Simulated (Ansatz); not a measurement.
A self-consistent single point of N2 (P6_3/mmc, 4 atoms in the cell) with Ansatz (an electronic-structure program).

Method: LDA (PW92), PAW files made with PBE (plane waves; Ansatz).

The change in words: lattice scaled by 0.98. Reference geometry:
```
CELL_PARAMETERS angstrom
      4.16723     0.00000     0.00000
     -2.08361     3.60893     0.00000
      0.00000     0.00000     7.00600
ATOMIC_POSITIONS crystal
  N  0.33333 0.66667 0.32893
  N  0.66667 0.33333 0.67107
  N  0.66667 0.33333 0.82893
  N  0.33333 0.66667 0.17107
```

Reference input (self-consistent single point, DFT, LDA (PW92), plane waves, PAW files made with PBE): basis.ecutwfc = 420 eV; kpoints.mp_grid.grid = 5 5 3; hamiltonian.xc = lda; hamiltonian.pseudopotentials = {kind: paw} (the program's default PAW files); scf.occupations.method = fixed. This run's input differs from it in these lines:

```diff
@@ -3,5 +3,5 @@
   lattice:
-    - [4.167230, 0.000000, 0.000000]
-    - [-2.083615, 3.608927, 0.000000]
-    - [0.000000, 0.000000, 7.006000]
+    - [4.083885, 0.000000, 0.000000]
+    - [-2.041943, 3.536748, 0.000000]
+    - [0.000000, 0.000000, 6.865880]
   atoms:
```

Output, abridged:

```
SCF iter   1: F=—  HF=-1496.346606 eV  |F-HF|=—  |Δ(HF+E_count)|=         —  Δρ=9.26e-2  dr2=4.35e0  ethr=3.10e-3  ⟨swp⟩=3.4  Hψ=663  notcnv=0  defer=11
all-band conjugate gradients solve this SCF's bands
preconditioner: auto → Resta (q_TF=auto, 2.089 Å⁻¹)
SCF iter   2: F=—  HF=-1494.738540 eV  |F-HF|=—  |Δ(HF+E_count)|=    1.61e0  Δρ=4.00e-2  dr2=6.60e-1  ethr=3.10e-3  ⟨swp⟩=2.4  Hψ=366  notcnv=0  defer=1
SCF iter   3: F=—  HF=-1494.466179 eV  |F-HF|=—  |Δ(HF+E_count)|=   2.72e-1  Δρ=6.01e-3  dr2=1.78e-2  ethr=3.10e-3  ⟨swp⟩=2.0  Hψ=277  notcnv=0  defer=3
SCF iter   4: F=—  HF=-1494.463693 eV  |F-HF|=—  |Δ(HF+E_count)|=   2.49e-3  Δρ=6.66e-4  dr2=9.12e-4  ethr=8.92e-5  ⟨swp⟩=2.0  Hψ=320  notcnv=0  defer=20
SCF iter   5: F=—  HF=-1494.464341 eV  |F-HF|=—  |Δ(HF+E_count)|=   6.48e-4  Δρ=3.30e-4  dr2=9.32e-5  ethr=4.56e-6  ⟨swp⟩=2.3  Hψ=254  notcnv=0  defer=20
SCF iter   6: F=—  HF=-1494.464320 eV  |F-HF|=—  |Δ(HF+E_count)|=   2.11e-5  Δρ=3.00e-5  dr2=9.74e-7  ethr=4.66e-7  ⟨swp⟩=2.1  Hψ=221  notcnv=0  defer=5
SCF iter   7: F=-1494.464322 eV  HF=-1494.464322 eV  |F-HF|=3.82e-8  |Δ(HF+E_count)|=   1.88e-6  Δρ=5.38e-6  dr2=2.47e-8  ethr=5.00e-10  ⟨swp⟩=7.0  Hψ=788  notcnv=0
SCF 1 converged in 7 iterations: F = -1494.464322 eV  dr2 = 2.47e-8
Free energy (F): -1494.464322 eV
Internal energy: -1494.464322 eV  (E = F + TS)
E sigma→0 (E₀):  -1494.464322 eV
Fermi energy:    -5.898076 eV
--- Forces (eV/Å), atoms counted from 1 ---
  atom   1  N     -0.00000000     0.00000000     1.51934143
  atom   2  N      0.00000000    -0.00000000    -1.51934143
  atom   3  N      0.00000000    -0.00000000     1.51934143
  atom   4  N     -0.00000000     0.00000000    -1.51934143
--- Stress (GPa, compression-positive) ---
       -0.333902       0.000000      -0.000000
       -0.000000      -0.333902      -0.000000
       -0.000000      -0.000000       4.753503
  P = ⅓ Tr σ = 1.3619 GPa (13.619 kbar)
  The stress holds the Pulay correction. Without it, at fixed plane waves, as pw.x and ABINIT print it: P = 1.0934 GPa
```

The run converged in 7 iterations. Against the reference run the free energy falls by 5.8 meV/atom, the pressure goes from -2.37 to 1.36 GPa, the largest force goes from 1.741 to 1.519 eV/Å and the gap on the mesh goes from 6.937 to 7.064 eV.

The starting cell comes from a database of computed structures (which also holds hypothetical and non-ambient phases and stackings), without a prior relaxation at this level. For this run, on top of that: lattice scaled by 0.98. Forces in this geometry exceed 1 eV/Å. Ansatz's pressure includes its estimate of the finite-basis (Pulay) stress.

Keys are those of Ansatz 0.2.
